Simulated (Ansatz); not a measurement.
**SrTiO3, pressure series**

The parent structure is SrTiO$_{3}$ in the cubic perovskite structure (space group Pm-3m, No. 221; a = 3.8911 Å).

Cell and atoms are relaxed at each pressure.

Levels (all Ansatz, an electronic-structure program, PAW): PBEsol (420 eV, scalar-relativistic without spin-orbit coupling); r2SCAN (500 eV, no spin-orbit coupling); HSE06 (420 eV, spin-orbit coupling left out).

Band gaps by level, all at the geometries relaxed with PBEsol:

| case | PBEsol | r2SCAN | HSE06 |
|---|---|---|---|
| base | 1.85 eV | 2.29 eV | 3.37 eV |
| pressure −2 GPa | 1.83 eV | 2.26 eV | 3.34 eV |
| pressure 3 GPa | 1.88 eV | 2.32 eV | 3.41 eV |
| pressure 7 GPa | 1.91 eV | 2.37 eV | 3.45 eV |
| pressure 15 GPa | 1.97 eV | 2.44 eV | 3.53 eV |
| pressure 30 GPa | 2.05 eV | 2.55 eV | 3.65 eV |
| pressure 50 GPa | 2.13 eV | 2.66 eV | 3.76 eV |
| pressure 75 GPa | 2.20 eV | 2.75 eV | 3.85 eV |

Single points use the geometry relaxed with PBEsol. HSE06 gaps are upper bounds (no full band path). Load acts through the strain it causes; cell and atoms are relaxed under it. Stability against distortions was not tested. Competing high-pressure phases were not computed. All final runs are without spin polarisation. Many cubic perovskites are stable only at high temperature; tilts and polar distortions were not tested.
